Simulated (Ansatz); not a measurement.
Consider the energy of the reaction as written. Reaction: 2 cell B → cell A. A negative value means that the right-hand side lies lower.

Cell A: a sheet of composition Tl2, 2 atoms, hexagonal cell of 3.39 Å (9.9 Å²), symmetry P-3m1 within 0.02 Å, 3.0 Å thick under 14 Å of vacuum, in-plane vectors relaxed; planes from bottom to top: Tl × 2; a model cell; spin state with PBE: run without spin, k-point mesh 18×18×1.
```
Tl
1.0
    3.38639     0.00000     0.00000
   -1.69319     2.93270     0.00000
    0.00000     0.00000    17.08228
Tl
2
Cartesian
  0.00000   1.95513  10.06393
  1.69319   0.97757   7.01836
```

Cell B: a sheet of composition Tl, 1 atom, hexagonal cell of 3.32 Å (9.5 Å²), symmetry P6/mmm within 0.02 Å, 0.0 Å thick under 16 Å of vacuum, in-plane vectors relaxed; planes from bottom to top: Tl; a model cell; spin state with PBE: run without spin, k-point mesh 24×24×1.
```xyz
1
Lattice="3.3201 0.0000 0.0000 -1.6601 2.8753 0.0000 0.0000 0.0000 16.0000" Properties=species:S:1:pos:R:3 pbc="T T T"
Tl     0.0000     0.0000     8.0000
```

All numbers come from Ansatz (a program for electronic structure), plane waves with PAW, its default PAW set, cutoff 420 eV, 500 eV for r2SCAN. The structures are at rest with PBE; other levels are single points on them. Neutral cells; Fermi-Dirac smearing of at most 0.10 eV in the solids, energies taken to zero width. The lattices are those relaxed with PBE, so at other levels the solids can be strained, which adds to the spread. A dispersion term (D3(BJ), or D4 for r2SCAN) was computed beside these levels and is taken off wherever the name lacks it. Nuclei at rest; no vibrational terms. Spin-orbit coupling is left out. Cell A has symmetry P-3m1 within 0.02 Å and got no random move, so less symmetric positions, which may lie lower, weren't tried. Cell B has symmetry P6/mmm within 0.02 Å and got no random move, so less symmetric positions, which may lie lower, weren't tried.

Task: What is the computed value (r2SCAN)?

Result: -0.49 eV, for 2 cell B → cell A.

Task: What do the other levels give, and how wide is the spread?

Result: 
```csv
Functional,value (eV),less r2SCAN
PBE,-0.40,0.09
```

The levels shown span 0.09 eV, from r2SCAN (-0.49) to PBE (-0.40).
